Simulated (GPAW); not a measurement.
Input and output of a self-consistent single point for MgB₂ (P6/mmm, 3 atoms in the cell) (GPAW).

Method: LDA (Perdew-Wang 92), GPAW PAW datasets LDA (gpaw-data 1.0.1) (plane waves; GPAW 25.7.0).

```yaml
crystal:
  lattice:
    - [2.99722, 0.00000, 0.00000]
    - [-1.49861, 2.59567, 0.00000]
    - [0.00000, 0.00000, 3.44552]
  atoms:
    - { symbol: Mg, position: [0.00000, 0.00000, 0.00000] }
    - { symbol: B, position: [0.66667, 0.33333, 0.50000] }
    - { symbol: B, position: [0.33333, 0.66667, 0.50000] }
```

Reference input (self-consistent single point, DFT PBE, plane waves, GPAW PAW datasets PBE (gpaw-data 1.0.1)): mode = pw; ecut = 900 eV; xc = PBE; kpts = 13 13 10; mesh shift (steps) = 0 0 0; occupations.name = fermi-dirac; occupations.width = 0.1 eV; nbands = -7; symmetry.symmorphic = false; symmetry.tolerance = 0.0005; maxiter = 100. This run's input differs from it in these lines:

```diff
@@ -14,3 +14,3 @@
 calc = GPAW(mode={'name': 'pw', 'ecut': 900},
-            xc='PBE',
+            xc='LDA',
             kpts={'size': (13, 13, 10), 'gamma': True},
```

Its files differ too (potentials: GPAW PAW datasets LDA (gpaw-data 1.0.1)).

The program printed (abridged):

```
     iter     time        total  log10-change:
                         energy   eigst   dens
iter:   1 --:--:--   -19.121258
iter:   2 --:--:--   -18.790070   -1.04  -0.92
iter:   3 --:--:--   -17.324100   -0.93  -0.96
iter:   4 --:--:--   -17.290813   -2.81  -1.57
iter:   5 --:--:--   -17.289182   -3.11  -1.65
iter:   6 --:--:--   -17.289575c  -4.58  -2.71
iter:   7 --:--:--   -17.289113c  -4.91  -2.57
iter:   8 --:--:--   -17.289049c  -5.11  -2.96
iter:   9 --:--:--   -17.289049c  -6.98  -4.02c
iter:  10 --:--:--   -17.289049c  -7.00  -3.97
iter:  11 --:--:--   -17.289049c  -8.90c -4.67c
Converged after 11 iterations.

Dipole moment: (-0.000000, -0.000000, 0.000003) |e|*Ang

Energy contributions relative to reference atoms: (reference = -6752.458585)

Kinetic:        +16.957788
Potential:      -11.075184
External:        +0.000000
XC:             -23.084191
Entropy (-ST):   -0.021483
Local:           -0.076720
SIC:             +0.000000
--------------------------
Free energy:    -17.299791
Extrapolated:   -17.289049

Showing only first 2 kpts
 Kpt  Band  Eigenvalues  Occupancy
  0     6      8.14771    0.01852
  0     7      8.14777    0.01851
  0     8      9.45564    0.00000
  0     9     14.40213    0.00000

  1     6      8.18293    0.01306
  1     7      8.18300    0.01305
  1     8     10.33938    0.00000
  1     9     14.42756    0.00000

Fermi level: 7.68044

No gap
No difference between direct/indirect transitions
Energy (eV): -17.289049

Forces in eV/Ang:
  0 Mg   -0.00000   -0.00000    0.00000
  1 B     0.00000   -0.00000    0.00000
  2 B     0.00000    0.00000    0.00000

Stress tensor:
    -0.042901     0.000000     0.000000
     0.000000    -0.042901     0.000000
     0.000000     0.000000    -0.013698
Stress (GPa, Voigt): [-6.8735 -6.8735 -2.1947  0.      0.      0.    ]
```

The run converged in 11 iterations. GPAW prints stress with tension positive. 

At such cutoffs GPAW's stress carries a finite-basis (Pulay) error, which enters relaxed cells too; its log prints stress with tension positive.

The starting cell comes from a database of computed structures (which also holds hypothetical and non-ambient phases and stackings), without a prior relaxation at this level. Its lattice was rescaled by a random factor within 2.5 % of one.

Cost on one core of a shared machine: roughly 50 s.
